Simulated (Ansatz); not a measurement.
# What uniaxial strain ε_zz = +1.50 % does to ZnGeP2

The reference is ZnGeP$_{2}$ in the chalcopyrite structure (space group I-42d, No. 122; a = 5.374 Å, c = 10.625 Å). Axes: x, y, z lie along a, b, c of the conventional cell.

One thing is altered: the cell is stretched by 1.50 % along z with no lateral relaxation; the atoms relax in the strained cell.

The values are results of LDA in Ansatz (plane waves to 420 eV, PAW, without spin-orbit coupling), not measurements. Γ-centred 9×9×9 mesh, Fermi–Dirac width 0.05 eV.

The volume per atom increases by 0.29 Å³, from 19.18 Å³ to 19.47 Å³ and the energy grows by 1.9 meV/atom. The pressure (mean of the normal stresses, compression positive) falls by 1.28 GPa (-0.01 GPa → -1.29 GPa) and the band gap increases by 0.032 eV (1.00 eV → 1.04 eV). The gap character stays indirect, Γ → M–S (33 % along) and the width of the top valence band shrinks by 0.097 eV, from 1.56 eV to 1.47 eV. The electron mass comes out as 0.92 mₑ along x, 0.26 mₑ across (off the special points) and the valence-band top at Γ (three highest levels, from the VBM) goes from 0.00, -0.07, -0.07 eV to 0.00, 0.00, -0.02 eV. The stress (xx, yy, zz, yz, xz, xy; compression positive) is (-0.91, -0.91, -2.05, 0.00, 0.00, 0.00) GPa.

Final structure:

```
CELL_PARAMETERS angstrom
     -2.68698     2.68698     5.39244
      2.68698    -2.68698     5.39244
      2.68698     2.68698    -5.39244
ATOMIC_POSITIONS crystal
  Zn 0.00000 0.00000 0.00000
  Zn 0.75000 0.25000 0.50000
  Ge 0.50000 0.50000 0.00000
  Ge 0.25000 0.75000 0.50000
  P  0.87500 0.87461 0.49961
  P  0.12539 0.62500 0.00039
  P  0.37500 0.37539 0.50039
  P  0.62461 0.12500 0.99961
```

Effective masses come from finite differences of ±0.01 Å⁻¹. Stability against distortions was not tested.

Ansatz is a program for electronic structure.
